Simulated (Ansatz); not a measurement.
Ansatz (a first-principles code) run on ZrCu5 (P1, 6 atoms in the cell): self-consistent single point.

Method: PBEsol, PAW files made with PBE (plane waves; Ansatz).

```xyz
6
Lattice="0.0000 3.4115 3.4115 3.4115 0.0000 3.4115 3.4115 3.4115 0.0000" Properties=species:S:1:pos:R:3 pbc="T T T"
Zr    -0.0511     0.0286     0.0549
Cu     5.1138     5.0893     5.0876
Cu     4.3506     2.4466     4.2519
Cu     2.5734     2.6489     2.6071
Cu     2.6390     4.2221     4.2340
Cu     4.1378     4.3281     2.5280
```

Reference input (self-consistent single point, DFT, LDA (PW92), plane waves, PAW files made with PBE): basis.ecutwfc = 30.9 Ry; kpoints.mp_grid.grid = 4 4 4; hamiltonian.xc = lda; hamiltonian.pseudopotentials = {kind: paw} (the program's default PAW files); scf.occupations.method = gaussian; scf.occupations.width = 0.0037 Ry. This run's input differs from it in these lines:

Ansatz 0.2 input:
```diff
@@ -18,3 +18,3 @@
 hamiltonian:
-  xc: lda
+  xc: pbesol
   pseudopotentials:
```

Output (repeated stretches shortened):

```
SCF iter   1: F=—  HF=-37089.521664 eV  |F-HF|=—  |Δ(HF+E_count)|=         —  Δρ=5.08e-1  dr2=1.68e2  ethr=3.10e-3  ⟨swp⟩=5.4  Hψ=7103  notcnv=0  defer=11
all-band conjugate gradients solve this SCF's bands
preconditioner: auto → Kerker (q_TF=auto, 2.867 Å⁻¹)
SCF iter   2: F=—  HF=-37076.763150 eV  |F-HF|=—  |Δ(HF+E_count)|=    1.28e1  Δρ=1.70e-1  dr2=2.84e1  ethr=3.10e-3  ⟨swp⟩=2.0  Hψ=4887  notcnv=0  defer=153
   [... lines left out ...]
SCF iter  11: F=—  HF=-37073.014936 eV  |F-HF|=—  |Δ(HF+E_count)|=   5.62e-7  Δρ=3.42e-5  dr2=6.77e-7  ethr=4.72e-8  ⟨swp⟩=2.0  Hψ=3008  notcnv=0  defer=206
SCF iter  12: F=—  HF=-37073.014937 eV  |F-HF|=—  |Δ(HF+E_count)|=   9.30e-7  Δρ=1.60e-5  dr2=2.11e-7  ethr=9.35e-11  ⟨swp⟩=9.9  Hψ=10019  notcnv=0
SCF iter  13: F=—  HF=-37073.014937 eV  |F-HF|=—  |Δ(HF+E_count)|=   9.22e-9  Δρ=1.43e-5  dr2=1.15e-7  ethr=9.35e-11  ⟨swp⟩=4.1  Hψ=7392  notcnv=0
SCF iter  14: F=-37073.014937 eV  HF=-37073.014937 eV  |F-HF|=4.09e-8  |Δ(HF+E_count)|=   1.02e-8  Δρ=5.66e-6  dr2=2.14e-8  ethr=9.35e-11  ⟨swp⟩=3.3  Hψ=6367  notcnv=0
SCF 1 converged in 14 iterations: F = -37073.014937 eV  dr2 = 2.14e-8
Free energy (F): -37073.014937 eV
Internal energy: -37073.009151 eV  (E = F + TS)
E sigma→0 (E₀):  -37073.012044 eV
Entropy (-TS):   -0.005786 eV (-0.964 meV/atom)
Fermi energy:    16.250753 eV
--- Forces (eV/Å), atoms counted from 1 ---
  atom   1  Zr     0.13546535    -0.07133056    -0.62629527
  atom   2  Cu    -0.12001778     0.16061752     0.08900053
  atom   3  Cu    -0.56008504     1.20112004    -0.62118150
  atom   4  Cu    -0.47475378    -1.35842324    -0.49139408
  atom   5  Cu    -0.35415767     0.29067817     1.39433359
  atom   6  Cu     1.37354272    -0.22265056     0.25552820
--- Stress (GPa, compression-positive) ---
       -1.889116       1.783649      -1.227917
        1.783648       0.248058       0.361444
       -1.227917       0.361444       0.584232
  P = ⅓ Tr σ = -0.3523 GPa (-3.523 kbar)
  The stress holds the Pulay correction. Without it, at fixed plane waves, as pw.x and ABINIT print it: P = -0.4332 GPa
```

The run converged in 14 iterations. Against the reference run the pressure goes from -5.74 to -0.35 GPa and the largest force goes from 1.398 to 1.521 eV/Å.

The starting cell comes from a database of computed structures (which also holds hypothetical and non-ambient phases and stackings), without a prior relaxation at this level. Its atoms were displaced at random from the sites of space group no. 216. Spin polarisation is off. Forces in this geometry exceed 1 eV/Å. Ansatz's pressure includes its estimate of the finite-basis (Pulay) stress.
